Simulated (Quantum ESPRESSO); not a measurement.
Input and output of a self-consistent single point for BeB2 (P1, 3 atoms in the cell) (Quantum ESPRESSO).

Method: PBEsol, PseudoDojo standard norm-conserving (PBESOL) pseudopotentials (plane waves; Quantum ESPRESSO).

The change in words: atoms moved at random. Reference geometry:
```xyz
3
Lattice="2.9297 0.0000 0.0000 -1.4648 2.5372 0.0000 0.0000 0.0000 2.8773" Properties=species:S:1:pos:R:3 pbc="T T T"
Be     0.0000     0.0000     0.0000
B      0.0000     1.6915     1.4387
B      1.4648     0.8457     1.4387
```

Reference input (self-consistent single point, DFT, PBEsol, plane waves, PseudoDojo standard norm-conserving (PBESOL) pseudopotentials): ecutwfc = 90 Ry; occupations = smearing; smearing = fermi-dirac; degauss = 0.0099958 Ry; potentials = {Be: Be.upf, B: B.upf}; K_POINTS = automatic 13 13 11 0 0 0; conv_thr = 1e-10 Ry; mixing_beta = 0.4. This run's input differs from it in these lines:

```diff
@@ -25,5 +25,5 @@
 ATOMIC_POSITIONS crystal
-Be    0.00000000    0.00000000    0.00000000
-B     0.33333333    0.66666667    0.50000000
-B     0.66666667    0.33333333    0.50000000
+Be    0.00496100    0.00272900    0.02792800
+B     0.34086000    0.67595200    0.48091000
+B     0.65417800    0.32131900    0.49116100
 K_POINTS automatic
@@ -31,4 +31,4 @@
 CELL_PARAMETERS angstrom
-   2.92969002     0.00000000     0.00000000
-  -1.46484501     2.53718598     0.00000000
+   2.92969000     0.00000000     0.00000000
+  -1.46484500     2.53718600     0.00000000
    0.00000000     0.00000000     2.87733000
```

Output (repeated stretches shortened):

```
     Self-consistent Calculation

     iteration #  1     ecut=    90.00 Ry     beta= 0.40

     total energy              =     -39.46923836 Ry
     estimated scf accuracy    <       0.20426347 Ry

     iteration #  2     ecut=    90.00 Ry     beta= 0.40

     total energy              =     -39.48151152 Ry
     estimated scf accuracy    <       0.01804127 Ry

     iteration #  3     ecut=    90.00 Ry     beta= 0.40

     total energy              =     -39.48590199 Ry
     estimated scf accuracy    <       0.00074180 Ry

   [... 5 blocks of this kind left out ...]

     iteration #  9     ecut=    90.00 Ry     beta= 0.40

     total energy              =     -39.48604435 Ry
     estimated scf accuracy    <          5.5E-10 Ry

     iteration # 10     ecut=    90.00 Ry     beta= 0.40
     End of self-consistent calculation

     Number of k-points >= 100: set verbosity='high' to print the bands.

     the Fermi energy is     9.7585 ev

!    total energy              =     -39.48604435 Ry
     estimated scf accuracy    <          4.6E-11 Ry
     smearing contrib. (-TS)   =      -0.00213083 Ry
     internal energy E=F+TS    =     -39.48391352 Ry

     convergence has been achieved in  10 iterations

     Forces acting on atoms (cartesian axes, Ry/au):

     atom    1 type  1   force =    -0.00184690   -0.00098606   -0.00563832
     atom    2 type  2   force =    -0.01230138   -0.03643725    0.01159628
     atom    3 type  2   force =     0.01414828    0.03742331   -0.00595795

     Total force =     0.057322     Total SCF correction =     0.000002

          total   stress  (Ry/bohr**3)                   (kbar)     P=       -4.47
  -0.00033828  -0.00011580   0.00002548          -49.76      -17.04        3.75
  -0.00011580   0.00027817   0.00002069          -17.04       40.92        3.04
   0.00002548   0.00002069  -0.00003099            3.75        3.04       -4.56

   JOB DONE.
```

The run converged in 10 iterations. Against the reference run the free energy rises by 13.8 meV/atom, the pressure goes from -1.69 to -0.45 GPa and the largest force goes from 0.000 to 1.040 eV/Å.

The starting cell comes from a database of computed structures (which also holds hypothetical and non-ambient phases and stackings), without a prior relaxation at this level. For this run, on top of that: atoms moved at random. Forces in this geometry exceed 1 eV/Å.

Cost on one core of a shared machine: roughly 4 min.
